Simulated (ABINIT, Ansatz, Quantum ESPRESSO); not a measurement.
# Hf (P6_3/mmc, 2 atoms in the cell) computed with different codes at matched settings

Self-consistent single point.

```
Hf
1.0
    3.22015     0.00000     0.00000
   -1.61008     2.78873     0.00000
    0.00000     0.00000     5.08893
Hf
2
Direct
  0.33333   0.66667   0.25000
  0.66667   0.33333   0.75000
```

Shared settings, as Ansatz (a quantum-chemistry and plane-wave program) writes them: kpoints.mp_grid.grid = 16 16 9; magnetization.spin_orbit = true; scf.occupations.method = gaussian; scf.occupations.width = 0.136 eV. Potentials and cutoffs stand in the table.

```tsv
code	model	pressure (GPa)	cutoff
ABINIT	PBE, spin-orbit coupling, PAW (JTH v2.0 PBE PAW)	-2.00	20 Ha
Ansatz	PBE with spin-orbit coupling, default PAW files	-1.76	default
Quantum ESPRESSO	PBE, spin-orbit coupling, PseudoDojo fully relativistic norm-conserving (PBE) pseudopotentials	-1.53	60 Ry
```

The spread over the programs that give each value: pressure within 0.47 GPa.

Ansatz's pressure is given at a fixed set of plane waves, as the other plane-wave codes print theirs; with its correction for the finite basis it is -1.71 GPa.

The starting cell comes from a database of computed structures (which also holds hypothetical and non-ambient phases and stackings), without a prior relaxation at this level. Its lattice was rescaled by a random factor within 2.5 % of one.

Left out of this page: Elk and FLEUR (not drawn, or without a comparable value).

Keys are those of Ansatz 0.2.
